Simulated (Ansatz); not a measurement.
**A self-consistent single point of LaZn (P4mm, 2 atoms in the cell) with Ansatz (a quantum-chemistry and plane-wave program)**

Method of the run: PBEsol, default PAW files made with PBE (plane waves; Ansatz).

Input:

Ansatz 0.2 input:
```yaml
# LaZn
crystal:
  lattice:
    - [3.76748900, 0.00000000, 0.00000000]
    - [0.00000000, 3.76748900, 0.00000000]
    - [0.00000000, 0.00000000, 3.76748900]
  atoms:
    - { symbol: La, position_ang: [0.00000000, 0.00000000, 0.04999835] }
    - { symbol: Zn, position_ang: [1.88374450, 1.88374450, 1.88374450] }
basis:
  ecutwfc: 420.0
kpoints:
  mp_grid: { grid: [9, 9, 9] }
hamiltonian:
  xc: pbesol
  pseudopotentials: { kind: paw }
scf:
  occupations: { method: gaussian, width: 0.1 }
output:
  forces: true
  eigenvalues: true
  stress: true
```

Log, with long lists cut:

```
WARN ansatz: RAYON_NUM_THREADS=1 ignored (pool sized by the plan → 1); use --threads N
Pseudopotentials: kind: paw
Pseudopotential: La, paw, valence charge 11
Pseudopotential: Zn, paw, valence charge 12
Crystal: 2 atoms, lattice volume = 53.476 Å³
Basis set: ecut = 420 eV, 1021 PW (Γ), exchange–correlation on 54×54×54 points (8 copies of the dense FFT grid, shifted against one another)
Bands: 16, of which v1, the nominal top of the filled ones, is band 12 counted from 1 (11 counted from 0)
Symmetry: 8 space group operations
Space group: P4mm (ITA 99), of the structure as read, at distance tolerance 3.8e-5 Å
k-points: 75 of 729 (time reversal used)
PAW frozen core: La, regenerated for the run's functional, and the local potential with it
PAW frozen core: Zn, regenerated for the run's functional, and the local potential with it
Initial density: superposition of atomic densities (neutral atoms: chi_scale 0, normalization atom), corrected by the library's trained network
Initial wavefunctions: pseudopotential atomic-orbital guess
Eigensolver: davidson
Functional: x = pbesol(κ = 0.804, μ = 0.12345679012345678), c = pbesol(β = 0.046)
SCF iter   1: F=—  HF=-9442.696374 eV  |F-HF|=—  |Δ(HF+E_count)|=         —  Δρ=2.85e-3  dr2=2.42e-3  ethr=1.77e-3  ⟨swp⟩=4.6  Hψ=5266  notcnv=0
all-band conjugate gradients solve this SCF's bands
preconditioner: auto → Kerker (q_TF=auto, 2.370 Å⁻¹)
SCF iter   2: F=—  HF=-9442.694964 eV  |F-HF|=—  |Δ(HF+E_count)|=   1.41e-3  Δρ=9.24e-4  dr2=1.93e-4  ethr=1.05e-5  ⟨swp⟩=2.0  Hψ=2525  notcnv=0
SCF iter   3: F=—  HF=-9442.694899 eV  |F-HF|=—  |Δ(HF+E_count)|=   6.47e-5  Δρ=7.03e-4  dr2=1.62e-4  ethr=8.39e-7  ⟨swp⟩=2.0  Hψ=1635  notcnv=0
SCF iter   4: F=—  HF=-9442.694889 eV  |F-HF|=—  |Δ(HF+E_count)|=   1.03e-5  Δρ=1.65e-4  dr2=1.00e-5  ethr=7.02e-7  ⟨swp⟩=2.0  Hψ=1674  notcnv=0
SCF iter   5: F=—  HF=-9442.694907 eV  |F-HF|=—  |Δ(HF+E_count)|=   1.78e-5  Δρ=3.94e-5  dr2=7.97e-7  ethr=4.36e-8  ⟨swp⟩=2.5  Hψ=2118  notcnv=0
SCF iter   6: F=-9442.694907 eV  HF=-9442.694907 eV  |F-HF|=8.94e-9  |Δ(HF+E_count)|=   4.30e-8  Δρ=9.14e-6  dr2=4.37e-8  ethr=4.35e-10  ⟨swp⟩=4.1  Hψ=5287  notcnv=0
SCF 1 converged in 6 iterations: F = -9442.694907 eV  dr2 = 4.37e-8
SCF converged after 6 iterations
Free energy (F): -9442.694907 eV
Harris-Foulkes:  -9442.694907 eV  (|F-HF|=8.94e-9)
Internal energy: -9442.680134 eV  (E = F + TS)
E sigma→0 (E₀):  -9442.687520 eV
Entropy (-TS):   -0.014773 eV (-7.386 meV/atom)
Fermi energy:    10.448251 eV
--- Per-component energies (eV) ---
  E_band       = -3.297418
  E_kinetic    = 322.530196
  E_local      = -2106.707003  (includes V_loc(G=0)·N_el)
  E_nonlocal   = 707.695153
  E_hartree    = 863.438920
  E_xc         = -273.897953
  E_vxc        = -199.416677  (∫ρ·V_xc dr)
  E_paw        = -7115.423342  (= ΣΔE_a)
  E_vpaw       = -454.279135  (= ΣTr[D̂ρ^β])
  E_aug_tail   = -0.000374  (compensation charges beyond the density's cutoff)
  E_ewald      = -1841.282595
  E_core_change = 0.966864  (= ΣΔE_core)
  E_smearing   = -0.014773  (= −TS)
  E_closure    = -0.000000  (closes the sum)
  Σ components = -9442.694907   (vs F -9442.694907, Δ=0.00e0)
--- Forces (eV/Å), atoms counted from 1 ---
  atom   1  La     0.00000000     0.00000000    -0.08810495
  atom   2  Zn    -0.00000000     0.00000000     0.08812626
  max |Σ_I F_I| component: 2.13e-5 eV/Å
--- Stress (GPa, compression-positive) ---
       -2.779797       0.000000      -0.000000
        0.000000      -2.779797       0.000000
       -0.000000       0.000000      -2.779413
  P = ⅓ Tr σ = -2.7797 GPa (-27.797 kbar)
  The stress holds the Pulay correction. Without it, at fixed plane waves, as pw.x and ABINIT print it: P = -2.8000 GPa
--- Band table (eV; the first three rows and the last of 75) ---
  k-point 0: bands = ["-22.3633", "-5.7115", "-5.7115", "-5.7113", "3.4603", "3.4614", "3.5934", "3.5943", "3.5943", "4.4222", "10.0482", "10.0526", "12.1032", "12.1032", "12.1050", "12.2412"]
  k-point 1: bands = ["-22.3558", "-5.8144", "-5.7031", "-5.7031", "3.4657", "3.4826", "3.5942", "3.5942", "3.5947", "4.6175", "10.0990", "10.1412", "11.9951", "12.0873", "12.0873", "12.2194"]
  k-point 2: bands = ["-22.3367", "-6.0634", "-5.6817", "-5.6817", "3.4791", "3.5348", "3.5944", "3.5944", "3.5980", "5.1537", "10.0614", "10.2269", "11.8436", "12.0130", "12.0130", "12.1550"]
  k-point 74: bands = ["-22.1820", "-6.2474", "-6.2442", "-6.2438", "3.5755", "3.5883", "3.5885", "3.6990", "3.6994", "7.7872", "8.5004", "8.5032", "9.6447", "12.2533", "12.2534", "12.2594"]
```

The run converged in 6 iterations.

The starting cell comes from a database of computed structures (which also holds hypothetical and non-ambient phases and stackings), without a prior relaxation at this level. Its lattice was rescaled by up to half a per cent. One atom was moved a little off its site on purpose. Ansatz's pressure includes its estimate of the finite-basis (Pulay) stress.
